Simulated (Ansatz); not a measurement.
System: C (within 0.1 Å of Fmmm, No. 69, 4 atoms in the cell; start mp-568363; another form than the element's usual one). Method: HSE06 in Ansatz (plane waves, PAW).

Run with plane-wave cutoff 460 eV, 12×12×4 k mesh (along the axes of the cell as run), Fermi–Dirac smearing 0.01 eV, scalar-relativistic PAW data made under PBE.

The cell is the one relaxed with PBEsol. Conventional cell: a = 2.4590 Å, b = 4.2582 Å, c = 7.3552 Å, α = 90.00°, β = 90.00°, γ = 90.00°.

```yaml
crystal:
  lattice:
    - [1.22949, -2.12908, 0.00000]
    - [1.22949, 2.12908, 0.00000]
    - [0.00000, 0.00000, 7.35521]
  atoms:
    - { symbol: C, position: [0.08332, 0.91668, 0.25037] }
    - { symbol: C, position: [0.91668, 0.08332, 0.74963] }
    - { symbol: C, position: [0.41668, 0.58332, 0.25037] }
    - { symbol: C, position: [0.58332, 0.41668, 0.74963] }
```

### Question
List the 10 lowest band energies at Γ above −25 eV (eV, relative to the valence band maximum), grouping those that round alike.

### Answer
At Γ: -22.20, -22.05, -9.54, -8.24, -4.02, -4.01 (×2), -4.00, 3.94, 9.19.

Note: the run warned that its exchange threshold was loose for the stress; cell and atoms aren't relaxed at this level (pressure -2.7 GPa).

A start named mp-… is a Materials Project structure, which need not be a measured phase.

Ansatz is a first-principles code.
